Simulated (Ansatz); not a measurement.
# GaN in the wurtzite structure (space group P6_3mc, No. 186)

```xyz
4
Lattice="3.1518 0.0000 0.0000 -1.5759 2.7295 0.0000 0.0000 0.0000 5.1383" Properties=species:S:1:pos:R:3 pbc="T T T"
Ga     0.0000     1.8197     0.0015
Ga     1.5759     0.9098     2.5707
N      0.0000     1.8197     1.9356
N      1.5759     0.9098     4.5048
```

Calculations: LDA (Ansatz, an electronic-structure program; PAW; 420 eV plane waves; no spin-orbit coupling). Γ-centred 12×12×7 mesh, Fermi–Dirac width 0.05 eV.

* **Volume per atom**: 11.05 Å³
* **Density**: 6.29 g/cm³
* **Band gap**: 2.13 eV, direct at Γ
* **Electron mass**: 0.18 mₑ along c, 0.20 mₑ across
* **Lowest conduction-band minima above the VBM**: Γ 2.13 eV
* **Total energy**: -2041.047 eV/atom (σ→0; compares only within this code and set-up)

Masses are band curvatures over ±0.01 Å⁻¹ around the edge. Stability against distortions was not tested.
